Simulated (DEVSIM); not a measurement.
Structure: Mo/SiO2/p-Si capacitor, at 400 K.

```tsv
layer (left to right)	material	thickness (nm)	Na (cm⁻³)
1	SiO2	1.20	-
2	Si	4700	1.5e16
```

Metal gate on the left, work function 4.6 eV. Fixed charge at the semiconductor interface 6.7e10 cm⁻² (in units of +e); no interface traps.

Constants are typed, rounded textbook-type inputs, not results; the design itself was drawn at random and stands for no fabricated device. Values at 300 K; Nc and Nv go as T^1.5, mobilities as T to minus their exponent, the gap by Varshni's rule with the affinity fixed.

| parameter | SiO2 | Si |
|---|---|---|
| gap (eV) | 9 | 1.124 |
| affinity (eV) | 0.9 | 4.05 |
| permittivity | 3.9 | 11.7 |
| Nc (cm⁻³) | - | 2.86e19 |
| Nv (cm⁻³) | - | 3.1e19 |
| Varshni α (eV/K) | - | 0.000473 |
| Varshni β (K) | - | 636 |

Model (solved in DEVSIM): 1D Poisson equation in equilibrium, Boltzmann statistics, complete ionisation; no quantum confinement or tunnelling. Metal contacts follow the ideal Schottky-Mott rule: no Fermi-level pinning, no interface dipoles.

Q: Tabulate band edges, carrier densities and field at 0.1 V on the gate.

A: Energies count from the Fermi level of the right contact; mesh points crowd at the junctions.

```
x (μm)     Ec (eV)  Ev (eV)  n (cm⁻³)  p (cm⁻³)  field (V/cm)
---------  -------  -------  --------  --------  ------------
0.000        3.600   -5.400     < 1e2     < 1e2         85000
0.0006000    3.605   -5.395     < 1e2     < 1e2         85000
0.001240     0.460   -0.636    7.0e13    4.6e11         39000
0.002485     0.465   -0.631    6.1e13    5.3e11         38000
0.006574     0.481   -0.616    3.9e13    8.3e11         38000
0.01335      0.506   -0.591    1.9e13    1.7e12         36000
0.02716      0.553   -0.543    4.8e12    6.8e12         33000
0.07249      0.678   -0.419    1.3e11    2.5e14         22000
0.1476       0.785   -0.311     5.6e9    5.7e15          7400
0.3111       0.818   -0.279     2.2e9    1.5e16           150
0.6337       0.818   -0.278     2.1e9    1.5e16           ≈ 0
1.693        0.818   -0.278     2.1e9    1.5e16           ≈ 0
3.083        0.818   -0.278     2.1e9    1.5e16           ≈ 0
3.907        0.818   -0.278     2.1e9    1.5e16           ≈ 0
4.405        0.818   -0.278     2.1e9    1.5e16           ≈ 0
4.556        0.818   -0.278     2.1e9    1.5e16           ≈ 0
4.633        0.818   -0.278     2.1e9    1.5e16           ≈ 0
4.668        0.818   -0.278     2.1e9    1.5e16           ≈ 0
4.690        0.818   -0.278     2.1e9    1.5e16           ≈ 0
4.696        0.818   -0.278     2.1e9    1.5e16           ≈ 0
4.699        0.818   -0.278     2.1e9    1.5e16           ≈ 0
4.701        0.818   -0.278     2.1e9    1.5e16           ≈ 0
```
